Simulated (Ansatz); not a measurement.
Consider the following.

```xyz
4
Lattice="3.1889 0.0000 0.0000 -1.5945 2.7617 0.0000 0.0000 0.0000 5.1924" Properties=species:S:1:pos:R:3 pbc="T T T"
Ga     1.5945     0.9206     2.5914
Ga     0.0000     1.8411     5.1876
N      1.5945     0.9206     4.5481
N      0.0000     1.8411     1.9519
```

Space group of this cell: P6_3mc, wurtzite. The cell is taken as given; by r2SCAN its mean pressure is -1.0 GPa.

Method: r2SCAN (plane waves, PAW; Ansatz, an electronic-structure program).

The current runs along the normal of the first two printed vectors; no spin-orbit coupling. Scaled by the factor s: all lengths (ions clamped). Meshes 12×12×6 and 12×12 across the current in all rows.

| s | mean pressure (GPa) | slowest mid-gap decay constant κ (1/Å) |
|---|---|---|
| 0.98 | 12.3 | ? |
| 1.00 | -1.0 | 0.155 |
| 1.02 | -11.1 | 0.131 |

Task: Take the slope of the slowest mid-gap decay constant κ against ln s from the two given rows, extrapolate to s = 0.98, and say what the run there gives.

Result: Slope = (0.131 − 0.155) / ln 1.02 = -1.21 1/Å. The line gives 0.155 + (-1.21) × ln 0.98 = 0.179 1/Å. The run gives 0.179 1/Å, as the line does.
